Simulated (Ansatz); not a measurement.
System: TaN (Fm-3m, No. 225, 2 atoms in the cell; start mp-251; a measured phase of this formula has another space group). Method: LDA (PAW; Ansatz, a quantum-chemistry and plane-wave program).

Numerical settings: plane-wave cutoff 520 eV, 22×22×22 k mesh, Fermi–Dirac smearing 0.05 eV, scalar-relativistic PAW data made under PBE.

Cell (relaxed at this level):

Space group Fm-3m (No. 225); a = 4.3483 Å, b = 4.3483 Å, c = 4.3483 Å, α = 90.00°, β = 90.00°, γ = 90.00°

| atom | site | symmetry | x | y | z |
|---|---|---|---|---|---|
| Ta | 4b | m-3m | 0.5000 | 0.5000 | 0.5000 |
| N | 4a | m-3m | 0.0000 | 0.0000 | 0.0000 |
(The calculation used a cell of 2 atoms; values per cell refer to that cell.)

Q: Estimate the bulk modulus that the calculation returns.

A: 
bulk modulus: 377 GPa

The run finds no gap.

Note: the bulk modulus is −V dP/dV from two relaxed cells at ±2 % in volume; the relaxation could not lower the start's symmetry, so the cell can be a saddle point above a distorted one.

Spin–orbit coupling is not included; it can open a gap where bands touch, and shift volumes and moduli.

The computed numbers hold no vibrational or temperature effects.

Cost on a shared machine: around 90 core-seconds (rough).

A start named mp-… is a Materials Project structure, which need not be a measured phase.
